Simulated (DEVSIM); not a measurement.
Structure: Si p-i-n diode, at 300 K.

```
layer (left to right)  material  thickness (μm)  Nd (cm⁻³)  Na (cm⁻³)  τn (s)  τp (s)
---------------------  --------  --------------  ---------  ---------  ------  ------
1                            Si           0.190          -     2.2e17  2.7e-5  2.7e-5
2                            Si            36.0     3.4e13          -  2.7e-5  2.7e-5
3                            Si           0.520       9e17          -  2.7e-5  2.7e-5
```

Left contact: ohmic. Right contact: ohmic. Voltage is applied to the left contact. Recombination: SRH at mid-gap, radiative, Auger. Gap narrowing is on: ΔEg = 6.92 meV × (l + √(l² + 0.5)), l = ln(N/1.3e17 cm⁻³), shared equally by both band edges. Mobility is μmin + (μ − μmin)/(1 + (N/Nref)^α).

The device is made up for the run: typed textbook-type constants, with dimensions and the other settings drawn at random. Values at 300 K.

```
parameter           Si
-------------  -------
gap (eV)         1.124
affinity (eV)     4.05
permittivity      11.7
Nc (cm⁻³)      2.86e19
Nv (cm⁻³)       3.1e19
μn (cm²/Vs)       1417
μp (cm²/Vs)        470
μn,min              52
μp,min              45
Nref,n          9.7e16
Nref,p          2.2e17
αn                0.68
αp                0.72
B (cm³/s)      4.7e-15
Cn (cm⁶/s)     2.8e-31
Cp (cm⁶/s)     9.9e-32
```

Model (solved in DEVSIM): 1D drift-diffusion, Boltzmann statistics, complete ionisation; no tunnelling, impact ionisation, image-force lowering or self-heating.

The thickness of layer 1 was swept, all else fixed.

```tsv
thickness of layer 1 (μm)	dark forward voltage at 1 A/cm² (V)	dark forward voltage at 100 A/cm² (V)
0.038	0.578	0.809
0.066	0.588	0.805
0.11	0.597	0.803
0.19	0.607	0.802
0.32	0.618	0.802
0.57	0.629	0.803
0.95	0.638	0.805
```

From the first row to the last the dark forward voltage at 1 A/cm² goes from 0.578 to 0.638. From the first row to the last the dark forward voltage at 100 A/cm² goes from 0.809 to 0.805.
